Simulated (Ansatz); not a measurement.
The reference is MgS in the rock salt structure (space group Fm-3m, No. 225).

```yaml
crystal:
  lattice:
    - [0.00000, 2.56462, 2.56462]
    - [2.56462, 0.00000, 2.56462]
    - [2.56462, 2.56462, 0.00000]
  atoms:
    - { symbol: Mg, position: [0.00000, 0.00000, 0.00000] }
    - { symbol: S, position: [0.50000, 0.50000, 0.50000] }
```

Cartesian axes are those of the cell as printed.

Method: Ansatz (an electronic-structure program) LDA, without spin-orbit coupling.

Base values:

The pressure is 0.00 GPa. The smallest direct gap comes out as 3.83 eV.

It is then changed as follows: tensile biaxial strain of 1.50 % in the plane normal to [001], as in epitaxy on a mismatched substrate; the out-of-plane cell vector and the atoms relax.

Question: How does this affect the ratio −ε⊥/ε∥, pressure and smallest direct gap?

Answer: The ratio −ε⊥/ε∥ is 0.51; the pressure (mean of the normal stresses, compression positive) goes from zero to -1.67 GPa; the smallest direct gap shrinks by 0.214 eV to 3.61 eV.

No phonon test of stability was made.
